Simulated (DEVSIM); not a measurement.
abrupt GaAs p-n junction

System: abrupt GaAs p-n junction, at 300 K.

```tsv
layer (left to right)	material	thickness (μm)	Nd (cm⁻³)	Na (cm⁻³)	τn (s)	τp (s)
1	GaAs	3.30	-	6.9e16	1.1e-8	1.1e-8
2	GaAs	10.0	2.6e15	-	1.1e-8	1.1e-8
```

Left contact: ohmic. Right contact: ohmic. Voltage is applied to the left contact. Recombination: SRH at mid-gap, radiative. Mobility is constant in doping.

The device is made up for the run: typed textbook-type constants, with dimensions and the other settings drawn at random. Values at 300 K.

| parameter | GaAs |
|---|---|
| gap (eV) | 1.424 |
| affinity (eV) | 4.07 |
| permittivity | 12.9 |
| Nc (cm⁻³) | 4.7e17 |
| Nv (cm⁻³) | 9e18 |
| μn (cm²/Vs) | 8500 |
| μp (cm²/Vs) | 400 |
| B (cm³/s) | 2e-10 |

Simulated with DEVSIM: 1D drift-diffusion, Boltzmann statistics, complete ionisation; no tunnelling, impact ionisation, image-force lowering or self-heating.

| Item | Value |
|---|---|
| Potential step across the device at zero bias | 1.164 V |
| Largest field in the device at zero bias | 29000 V/cm |
| Dark forward voltage at 1 A/cm² | 0.996 V |
| Dark forward voltage at 100 A/cm² | 1.144 V |

Dark reverse current:

```csv
V (V),J (A/cm²)
-0.40,-3.2e-10
-1.00,-6.5e-10
-2.00,-1.1e-9
-3.00,-1.4e-9
-4.00,-1.7e-9
-6.00,-2.2e-9
-8.00,-2.7e-9
-10.00,-3.1e-9
-13.00,-3.6e-9
-16.00,-4.1e-9
-20.00,-4.7e-9
```

Dark forward current:

| V (V) | J (A/cm²) |
|---|---|
| 0.05 | 1.3e-10 |
| 0.10 | 4.5e-10 |
| 0.20 | 3.6e-9 |
| 0.25 | 9.9e-9 |
| 0.30 | 2.7e-8 |
| 0.40 | 2.0e-7 |
| 0.45 | 5.6e-7 |
| 0.55 | 4.3e-6 |
| 0.60 | 1.2e-5 |
| 0.65 | 3.5e-5 |
| 0.75 | 0.00034 |
| 0.80 | 0.0013 |
| 0.85 | 0.0058 |
| 0.95 | 0.18 |
| 1.00 | 1.1 |
| 1.10 | 31 |
| 1.15 | 120 |
| 1.20 | 330 |
| 1.30 | 1300 |
| 1.35 | 2100 |
